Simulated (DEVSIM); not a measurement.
Structure: isotype n-n heterojunction Al0.35Ga0.65N/GaN, at 300 K.

```csv
layer (left to right),material,thickness (μm),Nd (cm⁻³),τn (s),τp (s)
1,Al0.35Ga0.65N,0.170,5.7e17,2.2e-9,2.2e-10
2,GaN,0.100,3e17,2.2e-9,2.2e-9
```

Left contact: ohmic. Right contact: ohmic. Voltage is applied to the left contact. Recombination: SRH at mid-gap, radiative. Mobility is constant in doping.

The device is made up for the run: typed textbook-type constants, with dimensions and the other settings drawn at random. Values at 300 K.

```tsv
parameter	Al0.35Ga0.65N	GaN
gap (eV)	4.137	3.43
affinity (eV)	3.605	4.1
permittivity	9.29	9.5
Nc (cm⁻³)	2.3e18	2.3e18
Nv (cm⁻³)	4.6e19	4.6e19
μn (cm²/Vs)	381	1200
μp (cm²/Vs)	30	100
B (cm³/s)	1e-11	1e-11
```

Model (solved in DEVSIM): 1D drift-diffusion, Boltzmann statistics, complete ionisation; no tunnelling, impact ionisation, image-force lowering or self-heating. Band offsets follow the typed affinities; no thermionic-emission limit at abrupt steps, no polarisation charge.

Tabulate band edges, carrier densities and field at zero bias.

Energies count from the Fermi level of the right contact; mesh points crowd at the junctions.

```json
[
 {"x (μm)": "0.000", "Ec (eV)": "0.036", "Ev (eV)": "-4.101", "n (cm⁻³)": "5.7e17", "p (cm⁻³)": "< 1e2", "field (V/cm)": "≈ 0"},
 {"x (μm)": "0.002992", "Ec (eV)": "0.036", "Ev (eV)": "-4.101", "n (cm⁻³)": "5.7e17", "p (cm⁻³)": "< 1e2", "field (V/cm)": "≈ 0"},
 {"x (μm)": "0.007738", "Ec (eV)": "0.036", "Ev (eV)": "-4.101", "n (cm⁻³)": "5.7e17", "p (cm⁻³)": "< 1e2", "field (V/cm)": "≈ 0"},
 {"x (μm)": "0.01527", "Ec (eV)": "0.036", "Ev (eV)": "-4.101", "n (cm⁻³)": "5.7e17", "p (cm⁻³)": "< 1e2", "field (V/cm)": "≈ 0"},
 {"x (μm)": "0.03259", "Ec (eV)": "0.036", "Ev (eV)": "-4.101", "n (cm⁻³)": "5.7e17", "p (cm⁻³)": "< 1e2", "field (V/cm)": "≈ 0"},
 {"x (μm)": "0.05470", "Ec (eV)": "0.036", "Ev (eV)": "-4.101", "n (cm⁻³)": "5.7e17", "p (cm⁻³)": "< 1e2", "field (V/cm)": "≈ 0"},
 {"x (μm)": "0.09167", "Ec (eV)": "0.036", "Ev (eV)": "-4.101", "n (cm⁻³)": "5.7e17", "p (cm⁻³)": "< 1e2", "field (V/cm)": "≈ 0"},
 {"x (μm)": "0.1300", "Ec (eV)": "0.037", "Ev (eV)": "-4.100", "n (cm⁻³)": "5.5e17", "p (cm⁻³)": "< 1e2", "field (V/cm)": "2300"},
 {"x (μm)": "0.1467", "Ec (eV)": "0.065", "Ev (eV)": "-4.072", "n (cm⁻³)": "1.9e17", "p (cm⁻³)": "< 1e2", "field (V/cm)": "51000"},
 {"x (μm)": "0.1572", "Ec (eV)": "0.170", "Ev (eV)": "-3.967", "n (cm⁻³)": "3.2e15", "p (cm⁻³)": "< 1e2", "field (V/cm)": "150000"},
 {"x (μm)": "0.1638", "Ec (eV)": "0.297", "Ev (eV)": "-3.840", "n (cm⁻³)": "2.4e13", "p (cm⁻³)": "< 1e2", "field (V/cm)": "230000"},
 {"x (μm)": "0.1690", "Ec (eV)": "0.430", "Ev (eV)": "-3.707", "n (cm⁻³)": "1.4e11", "p (cm⁻³)": "< 1e2", "field (V/cm)": "290000"},
 {"x (μm)": "0.1716", "Ec (eV)": "-0.006", "Ev (eV)": "-3.436", "n (cm⁻³)": "2.9e18", "p (cm⁻³)": "< 1e2", "field (V/cm)": "140000"},
 {"x (μm)": "0.1754", "Ec (eV)": "0.026", "Ev (eV)": "-3.404", "n (cm⁻³)": "8.5e17", "p (cm⁻³)": "< 1e2", "field (V/cm)": "49000"},
 {"x (μm)": "0.1840", "Ec (eV)": "0.046", "Ev (eV)": "-3.384", "n (cm⁻³)": "3.9e17", "p (cm⁻³)": "< 1e2", "field (V/cm)": "10000"},
 {"x (μm)": "0.1948", "Ec (eV)": "0.051", "Ev (eV)": "-3.379", "n (cm⁻³)": "3.2e17", "p (cm⁻³)": "< 1e2", "field (V/cm)": "1900"},
 {"x (μm)": "0.2132", "Ec (eV)": "0.053", "Ev (eV)": "-3.377", "n (cm⁻³)": "3.0e17", "p (cm⁻³)": "< 1e2", "field (V/cm)": "120"},
 {"x (μm)": "0.2341", "Ec (eV)": "0.053", "Ev (eV)": "-3.377", "n (cm⁻³)": "3.0e17", "p (cm⁻³)": "< 1e2", "field (V/cm)": "≈ 0"},
 {"x (μm)": "0.2525", "Ec (eV)": "0.053", "Ev (eV)": "-3.377", "n (cm⁻³)": "3.0e17", "p (cm⁻³)": "< 1e2", "field (V/cm)": "≈ 0"},
 {"x (μm)": "0.2606", "Ec (eV)": "0.053", "Ev (eV)": "-3.377", "n (cm⁻³)": "3.0e17", "p (cm⁻³)": "< 1e2", "field (V/cm)": "≈ 0"},
 {"x (μm)": "0.2659", "Ec (eV)": "0.053", "Ev (eV)": "-3.377", "n (cm⁻³)": "3.0e17", "p (cm⁻³)": "< 1e2", "field (V/cm)": "≈ 0"},
 {"x (μm)": "0.2700", "Ec (eV)": "0.053", "Ev (eV)": "-3.377", "n (cm⁻³)": "3.0e17", "p (cm⁻³)": "< 1e2", "field (V/cm)": "≈ 0"}
]
```
